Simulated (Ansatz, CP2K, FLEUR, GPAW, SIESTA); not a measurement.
# One structure in several programs: CaCo2Si2 (I4/mmm, 5 atoms in the cell)

Self-consistent single point, at a second geometry (lattice scaled by 0.98). First geometry:

```
Ca(CoSi)2
1.0
   -1.93445     1.93445     4.93677
    1.93445    -1.93445     4.93677
    1.93445     1.93445    -4.93677
Ca Co Si
1 2 2
Cartesian
  0.00000   0.00000   0.00000
  1.93445   0.00000   2.46838
  0.00000   1.93445   2.46838
  0.00000   0.00000   6.25735
  0.00000   0.00000   3.61618
```

Shared settings, as Ansatz (a program for electronic structure) writes them: kpoints.mp_grid.grid = 8 8 8; scf.occupations.method = fermi_dirac; scf.occupations.width = 0.1 eV. Potentials and cutoffs stand in the table.

```csv
code,model,ΔF from the first geometry (meV/atom),pressure (GPa),largest force (eV/Å),cutoff
SIESTA,"LDA PW92, numerical atomic orbitals DZP, PseudoDojo LDA standard norm-conserving potentials (rewritten from UPF to PSML)",30.7,10.87,0.143,grid 400 Ry
GPAW,"LDA (Perdew-Wang 92), GPAW PAW datasets LDA (gpaw-data 1.0.1)",-3.3,3.96,0.489,800 eV
Ansatz,"LDA (PW92), PAW files made with PBE",-10.0,2.62,0.378,420 eV
CP2K,"LDA (Pade form), GPW, DZVP-MOLOPT-SR-GTH basis, GTH-PADE potentials (GTH_POTENTIALS)",-5.4,3.45,0.427,grid 600 Ry
FLEUR,"LDA (Perdew-Zunger), all-electron FLAPW (FLEUR), scalar-relativistic valence",-7.5,–,–,Kmax 4.3 1/bohr
```

A dash marks a value that a program does not give, or that is left out as unsure.

On Ansatz's run: spin polarisation is off.

The spread over the programs that give each value: ΔF from the first geometry within 40.7 meV/atom; pressure within 8.25 GPa; largest force within 0.346 eV/Å.

SIESTA and CP2K use small atom-centred bases, whose incompleteness enters pressures, forces and empty levels differently from a plane-wave cutoff. FLEUR treats all electrons, but the usual bases taken here (sphere radii, linearisation, local orbitals, empty states) were not tested for convergence, so the values are no reference for the others. Ansatz's pressure is given at a fixed set of plane waves, as the other plane-wave codes print theirs; with its correction for the finite basis it is 2.66 GPa. In the pressure, SIESTA (by 7.59) lies more than 1 GPa from the median of the plane-wave programs. In the force vectors, SIESTA (by 0.291) lies more than 0.08 eV/Å from the median of the plane-wave programs.

The starting cell comes from a database of computed structures (which also holds hypothetical and non-ambient phases and stackings), without a prior relaxation at this level. Its lattice was rescaled by a random factor within 2.5 % of one. For this run, on top of that: lattice scaled by 0.98.

Keys are those of Ansatz 0.2.
